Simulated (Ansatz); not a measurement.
Consider this model of amorphous Si₃₀C₁₈N₁₆.

```yaml
crystal:
  lattice:
    - [9.23633, 0.00000, 0.00000]
    - [0.00000, 9.23633, 0.00000]
    - [0.00000, 0.00000, 9.23633]
  atoms:
    - { symbol: Si, position: [0.61033, 0.39533, 0.42827] }
    - { symbol: Si, position: [0.11551, 0.77722, 0.51558] }
    - { symbol: Si, position: [0.42137, 0.29657, 0.80061] }
    - { symbol: Si, position: [0.84274, 0.72211, 0.65759] }
    - { symbol: Si, position: [0.32795, 0.24152, 0.45297] }
    - { symbol: Si, position: [0.52545, 0.62183, 0.75461] }
    - { symbol: Si, position: [0.15727, 0.65772, 0.22937] }
    - { symbol: Si, position: [0.45904, 0.59195, 0.11360] }
    - { symbol: Si, position: [0.76979, 0.02275, 0.12659] }
    - { symbol: Si, position: [0.98636, 0.23780, 0.92266] }
    - { symbol: Si, position: [0.99573, 0.16064, 0.36576] }
    - { symbol: Si, position: [0.33429, 0.51750, 0.39994] }
    - { symbol: Si, position: [0.04640, 0.53797, 0.75755] }
    - { symbol: Si, position: [0.96715, 0.81530, 0.96399] }
    - { symbol: Si, position: [0.59693, 0.38359, 0.07453] }
    - { symbol: Si, position: [0.43832, 0.86323, 0.90708] }
    - { symbol: Si, position: [0.88946, 0.98268, 0.66311] }
    - { symbol: Si, position: [0.23805, 0.35625, 0.07877] }
    - { symbol: Si, position: [0.26183, 0.78302, 0.74061] }
    - { symbol: Si, position: [0.67736, 0.13341, 0.85612] }
    - { symbol: Si, position: [0.59471, 0.72412, 0.41333] }
    - { symbol: Si, position: [0.69529, 0.68998, 0.08488] }
    - { symbol: Si, position: [0.85440, 0.26590, 0.60988] }
    - { symbol: Si, position: [0.17498, 0.07778, 0.92994] }
    - { symbol: Si, position: [0.76443, 0.45888, 0.85236] }
    - { symbol: Si, position: [0.53812, 0.03857, 0.63745] }
    - { symbol: Si, position: [0.44969, 0.09299, 0.11029] }
    - { symbol: Si, position: [0.91988, 0.43643, 0.16882] }
    - { symbol: Si, position: [0.95666, 0.84936, 0.27352] }
    - { symbol: Si, position: [0.89712, 0.57243, 0.43298] }
    - { symbol: C, position: [0.44794, 0.19338, 0.28632] }
    - { symbol: C, position: [0.92685, 0.36422, 0.77320] }
    - { symbol: C, position: [0.00546, 0.62049, 0.58277] }
    - { symbol: C, position: [0.55144, 0.29902, 0.25888] }
    - { symbol: C, position: [0.81625, 0.38487, 0.44447] }
    - { symbol: C, position: [0.29257, 0.51774, 0.18513] }
    - { symbol: C, position: [0.84584, 0.09350, 0.95207] }
    - { symbol: C, position: [0.44722, 0.77514, 0.65682] }
    - { symbol: C, position: [0.92145, 0.97837, 0.86192] }
    - { symbol: C, position: [0.05229, 0.35278, 0.06249] }
    - { symbol: C, position: [0.76514, 0.50159, 0.05638] }
    - { symbol: C, position: [0.20952, 0.93835, 0.06904] }
    - { symbol: C, position: [0.60957, 0.31973, 0.87678] }
    - { symbol: C, position: [0.24510, 0.57177, 0.77845] }
    - { symbol: C, position: [0.36988, 0.49119, 0.77635] }
    - { symbol: C, position: [0.52199, 0.85907, 0.55027] }
    - { symbol: C, position: [0.11451, 0.82082, 0.11294] }
    - { symbol: C, position: [0.33686, 0.21226, 0.97200] }
    - { symbol: N, position: [0.54382, 0.00085, 0.83012] }
    - { symbol: N, position: [0.70757, 0.59368, 0.72807] }
    - { symbol: N, position: [0.23853, 0.68304, 0.40028] }
    - { symbol: N, position: [0.82068, 0.82766, 0.10371] }
    - { symbol: N, position: [0.36584, 0.92239, 0.07815] }
    - { symbol: N, position: [0.88397, 0.31280, 0.31531] }
    - { symbol: N, position: [0.41384, 0.18918, 0.62689] }
    - { symbol: N, position: [0.56941, 0.70510, 0.22313] }
    - { symbol: N, position: [0.95219, 0.67637, 0.84595] }
    - { symbol: N, position: [0.51426, 0.55460, 0.45602] }
    - { symbol: N, position: [0.96676, 0.12708, 0.55009] }
    - { symbol: N, position: [0.77745, 0.71678, 0.45151] }
    - { symbol: N, position: [0.72434, 0.12044, 0.66594] }
    - { symbol: N, position: [0.53673, 0.69766, 0.95354] }
    - { symbol: N, position: [0.98338, 0.58516, 0.26495] }
    - { symbol: N, position: [0.89863, 0.02871, 0.26963] }
```

These are PBE, scalar-relativistic without spin-orbit coupling (plane waves to 420 eV, PAW; Ansatz, an electronic-structure program) values and carry that method's errors. Neutral PBE cell, which sets geometry, pressure and energy: sampling: a 2×2×2 Γ-centred mesh; Fermi-Dirac width 0.01 eV; collinear spin, started from moments on atoms. In the spin-polarised cell the level spacing at the Fermi energy can part levels of unlike spin.

Preparation: random packing, a CHGNet melt and quench, and a DFT relaxation. N atoms were pushed apart under 1.9 Å during the dynamics, to hinder bonds among them. The hot cell started wider than the set density and was brought back towards it in steps. It is the lowest in DFT energy of 2 quenches. It is a model cell: composition and starting density were chosen by hand, and all elements were melted together. No dispersion term was used. Its density started from a set value of 2.55 and ended at 2.70 g/cm³. Cooling (nominally 200 K/ps over its main leg) ran many orders faster than in experiment, which tends to leave more defects and strain. One small periodic cell is one sample of the glass; other quenches scatter about these values. The volume was free in the relaxation, at fixed shape.

Problem. Give the pressure, the energy against reference phases and the spacing of the highest filled and lowest empty levels.

Solution. 
```json
{
  "Pressure on a 2×2×2 Γ-centred mesh": "0.05 GPa",
  "Largest force and stress component on that mesh (the relaxation ran on the zone centre alone)": "0.36 eV/Å and 3.8 GPa",
  "Energy relative to 6H silicon carbide + beta Si3N4 (lowest mix at this level among the phases computed, not always the ambient ones)": "0.649 eV/atom",
  "Level spacing at the Fermi energy on a 2×2×2 Γ-centred mesh (PBE)": "within the smearing (under twice its width)",
  "net_moment": "0.24 μB (unpaired spins of both signs, a broken-symmetry state)"
}
```

Problem. At PBE and the zone centre, how localised are the states just below and above the Fermi level (participation number: the atoms over which a state spreads)?

Solution. The highest filled state is spread over 20.0 atoms' worth, largest on C38, with weights by element (charge in smoothed Voronoi cells) C 0.46, Si 0.41, N 0.13. The lowest empty state is spread over 25.7 atoms' worth, largest on C38, with weights by element (charge in smoothed Voronoi cells) Si 0.45, C 0.40, N 0.15.

The levels at the Fermi energy are partly filled. A closed spacing in one fast-quenched cell at PBE doesn't show the material to be a metal.

Cut-offs for bonds: Si-Si 2.60 Å, Si-C 2.19 Å, Si-N 2.20 Å, C-C 1.78 Å, C-N 1.76 Å, N-N 1.70 Å. Two cations that share two anions don't count as bonded, nor two that share one unless they lie closer than Si-Si 2.38 Å, Si-C 2.00 Å, C-C 1.63 Å.

A PBE run started with 1 μB on atoms that lack a bond or may hold spare charge kept moments and lay lower, so the cell was relaxed again with them.
